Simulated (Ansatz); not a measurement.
Consider the following.

```
CELL_PARAMETERS angstrom
      3.39572     0.00000     0.00000
      1.69786     2.94078     0.00000
      0.00000     0.00000     5.57335
ATOMIC_POSITIONS crystal
  Lu 0.33333 0.33333 0.75000
  Lu 0.66667 0.66667 0.25000
```

No spin polarisation.

All numbers come from PBE (Ansatz, an electronic-structure program; PAW; 420 eV plane waves; scalar-relativistic without spin-orbit coupling). Γ-centred 19×19×11 mesh, Fermi–Dirac width 0.1 eV.

### Question
Predict the band gap and pressure.

### Answer
- Band gap: zero
- Pressure (mean of the normal stresses, compression positive): 2.5 GPa

The cells carry an imposed strain or load. Whether these cells are dynamically stable was not tested. The cell was made from Lu in the hcp (Mg type) structure (space group P6_3/mmc, No. 194) by this change: biaxial strain −3.15 %, plane normal [001], relaxed out of plane.
